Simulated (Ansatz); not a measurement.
**Response to strain in Ag**

Base system: Ag in the fcc (Cu type) structure (space group Fm-3m, No. 225; relaxed with 0.1 eV smearing).

```yaml
crystal:
  lattice:
    - [0.00000, 2.00044, 2.00044]
    - [2.00044, 0.00000, 2.00044]
    - [2.00044, 2.00044, 0.00000]
  atoms:
    - { symbol: Ag, position: [0.00000, 0.00000, 0.00000] }
```

Cartesian axes are those of the cell as printed.

Strains are applied to the cell and any free atomic positions relax.

The values are results of plane-wave PAW DFT at the LDA level (Ansatz, a quantum-chemistry and plane-wave program, 420 eV), without spin-orbit coupling, not measurements.

Notes on the quantities. energy relative to the base: free energy F.

```csv
uniaxial strain ε_zz (%),energy relative to the base (meV/atom)
-3,8.1
-2.5,5.5
-2,3.5
-1.5,2.0
-1,0.9
-0.5,?
0,0.0
```

Problem. Fit ΔE = Aε² + Bε³ (ε in %) to the rows shown and predict the withheld row.

Solution. Least squares on the printed values gives A = 0.843 and B = -0.018 meV/atom (largest residual 0.1 meV/atom); this predicts 0.2 meV/atom, and the run gives 0.2 meV/atom, in agreement.

No phonon test of stability was made.
